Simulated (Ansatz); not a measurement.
rock salt MgO; conventional cell a = b = c = 4.1725 Å, α = β = γ = 90.00°.

The pressure is 5 GPa. The structure is held there; whether it is the stable one at that pressure was not tested.

**Question.** By how much do the lattice constants and the volume change from 300 K to 875 K (quasi-harmonic approximation, PBEsol density-functional theory in Ansatz (plane waves, PAW)), and how far does the bulk modulus soften?

**Answer.** a by 0.75 %, the volume by 2.25 %; B_T goes from 168 to 151 GPa. The crystal is held in this phase throughout; melting and phase transitions are not modelled.

The PAW data sets were generated under PBE and serve the other functionals too.

Ansatz is a quantum-chemistry and plane-wave program.
